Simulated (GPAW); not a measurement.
Several settings converged on Ba (Im-3m, 1 atom in the cell)

```
Ba
1.0
   -2.49745     2.49745     2.49745
    2.49745    -2.49745     2.49745
    2.49745     2.49745    -2.49745
Ba
1
Cartesian
  0.00000   0.00000   0.00000
```

Base method: PBE, GPAW PAW datasets PBE (gpaw-data 1.0.1) (plane waves; GPAW).

Base settings: mode = pw; ecut = 600 eV; xc = PBE; kpts = 7 7 7; mesh shift (steps) = 0 0 0; occupations.name = methfessel-paxton; occupations.width = 0.1 eV; occupations.order = 0; nbands = -7; symmetry.symmorphic = false.

**The width of Gaussian smearing**

In this ladder: kpts = 12 12 12.

Narrow widths need finer meshes than wide ones, so the last steps can hold mesh noise.

Only quantities that move along the ladder and can be compared are tabulated; pressure and forces are left out, as mesh noise rules them at narrow widths.

| occupations.width | free energy less the last step's (meV/atom) | energy extrapolated to zero width less the last step's (meV/atom) |
|---|---|---|
| 1 eV | -407.01 | 17.04 |
| 0.5 eV | -86.88 | 11.64 |
| 0.3 eV | -27.95 | 1.07 |
| 0.2 eV | -11.87 | -0.17 |
| 0.1 eV | -2.48 | -0.16 |
| 0.05 eV | 0.00 | 0.00 |

Widest occupations.width that holds the free energy within 5 meV/atom of the last step, with all finer ones: 0.1 eV; the step before is off by 12 meV/atom.

Widest occupations.width that holds the energy extrapolated to zero width within 0.5 meV/atom of the last step, with all finer ones: 0.2 eV; the step before is off by 1.1 meV/atom.

The extrapolation to zero width removes most of the smearing's effect on the energy.

**The width of cold smearing**

In this ladder: kpts = 12 12 12; occupations.name = marzari-vanderbilt; occupations.order = default.

Narrow widths need finer meshes than wide ones, so the last steps can hold mesh noise.

Only quantities that move along the ladder and can be compared are tabulated; pressure and forces are left out, as mesh noise rules them at narrow widths.

```tsv
occupations.width	free energy less the last step's (meV/atom)
1 eV	-69.48
0.5 eV	7.25
0.3 eV	5.63
0.2 eV	2.37
0.1 eV	-0.15
0.05 eV	0.00
```

Widest occupations.width that holds the free energy within 5 meV/atom of the last step, with all finer ones: 0.2 eV; the step before is off by 5.6 meV/atom.

**The setting conv density**

Moved along: convergence.energy, convergence.eigenstates.

The mesh stays at the base's, so the ladder's end is converged at best in this setting alone.

Only quantities that move along the ladder and can be compared are tabulated.

```csv
convergence.density,pressure (GPa)
0.01 e/electron,0.68
0.001 e/electron,0.26
0.0001 e/electron,0.25
1e-06 e/electron,0.26
1e-07 e/electron,0.26
```

Coarsest convergence.density that holds the pressure within 0.1 GPa of the last step, with all finer ones: 0.001 e/electron; the step before is off by 0.42 GPa.

On the base run: the starting cell has typed, rounded lattice constants, without a prior relaxation at this level. Its lattice was rescaled by up to half a per cent.

Left out of this page: 4 runs of the series outside the window shown, repeating another row's setting, or not comparable.
